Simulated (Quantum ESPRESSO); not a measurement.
# Several settings converged on Cs (Im-3m, 1 atom in the cell)

```
Cs
1.0
   -3.03475     3.03475     3.03475
    3.03475    -3.03475     3.03475
    3.03475     3.03475    -3.03475
Cs
1
Direct
  0.00000   0.00000   0.00000
```

Base method: PBEsol, PseudoDojo standard norm-conserving (PBESOL) pseudopotentials (plane waves; Quantum ESPRESSO).

Base settings: ecutwfc = 50 Ry; occupations = smearing; smearing = gauss; degauss = 0.0073499 Ry; potentials = {Cs: Cs.upf}; K_POINTS = automatic 8 8 8 0 0 0; conv_thr = 1e-09 Ry.

The count of work is k-points × plane waves × bands × iterations; it is no time. Core times come from one kind of shared machine, to one figure; runs under 30 s give none.

**Shifted k-point meshes**

Only quantities that move along the ladder and can be compared are tabulated.

| K_POINTS | free energy less the last step's (meV/atom) | pressure (GPa) | count of work / last |
|---|---|---|---|
| automatic 2 2 2 1 1 1 | 97.92 | 0.19 | 0.0055 |
| automatic 4 4 4 1 1 1 | 0.14 | -0.05 | 0.016 |
| automatic 6 6 6 1 1 1 | -10.02 | -0.06 | 0.038 |
| automatic 8 8 8 1 1 1 | -5.88 | -0.07 | 0.071 |
| automatic 10 10 10 1 1 1 | -2.02 | -0.07 | 0.12 |
| automatic 12 12 12 1 1 1 | -0.76 | -0.07 | 0.19 |
| automatic 23 23 23 1 1 1 | 0.00 | -0.06 | 1.0 |

Coarsest K_POINTS that holds the free energy within 5 meV/atom of the last step, with all finer ones: automatic 10 10 10 1 1 1, at 0.12 of the last step's count of work; the step before is off by 5.9 meV/atom.

Coarsest K_POINTS that holds the pressure within 0.2 GPa of the last step, with all finer ones: automatic 4 4 4 1 1 1, at 0.016 of the last step's count of work; the step before is off by 0.25 GPa.

**The width of Fermi-Dirac smearing**

In this ladder: smearing = fd; K_POINTS = automatic 13 13 13 0 0 0.

Narrow widths need finer meshes than wide ones, so the last steps can hold mesh noise.

Only quantities that move along the ladder and can be compared are tabulated; pressure and forces are left out, as mesh noise rules them at narrow widths.

```tsv
degauss	free energy less the last step's (meV/atom)	energy extrapolated to zero width less the last step's (meV/atom)	core time / last (rough)
0.073499 Ry	-1564.45	-288.74	1
0.036749 Ry	-445.97	-27.87	1
0.02205 Ry	-153.86	-3.64	0.9
0.0147 Ry	-58.53	-1.80	0.8
0.0073499 Ry	0.00	0.00	1
```

Widest degauss that holds the energy extrapolated to zero width within 2 meV/atom: not settled: the last two steps still differ by 1.8 meV/atom, over half the tolerance, so the ladder does not show it.

Widest degauss that holds the free energy within 5 meV/atom: not settled: the last two steps still differ by 59 meV/atom, over half the tolerance, so the ladder does not show it.

The extrapolation to zero width removes most of the smearing's effect on the energy.

**The mesh under tetrahedron occupations**

In this ladder: occupations = tetrahedra_opt; smearing = default; degauss = default.

Only quantities that move along the ladder and can be compared are tabulated.

```csv
K_POINTS,free energy less the last step's (meV/atom),count of work / last
automatic 3 3 3 0 0 0,113.48,0.021
automatic 4 4 4 0 0 0,76.50,0.041
automatic 5 5 5 0 0 0,37.84,0.051
automatic 6 6 6 0 0 0,23.62,0.082
automatic 8 8 8 0 0 0,9.01,0.15
automatic 12 12 12 0 0 0,1.66,0.37
automatic 18 18 18 0 0 0,0.00,1.0
```

Coarsest K_POINTS that holds the free energy within 5 meV/atom of the last step, with all finer ones: automatic 12 12 12 0 0 0, at 0.37 of the last step's count of work; the step before is off by 9.0 meV/atom.

On the base run: the starting cell has typed, rounded lattice constants, without a prior relaxation at this level. Its lattice was rescaled by up to half a per cent.

Left out of this page: 2 runs of the series outside the window shown, repeating another row's setting, or not comparable.
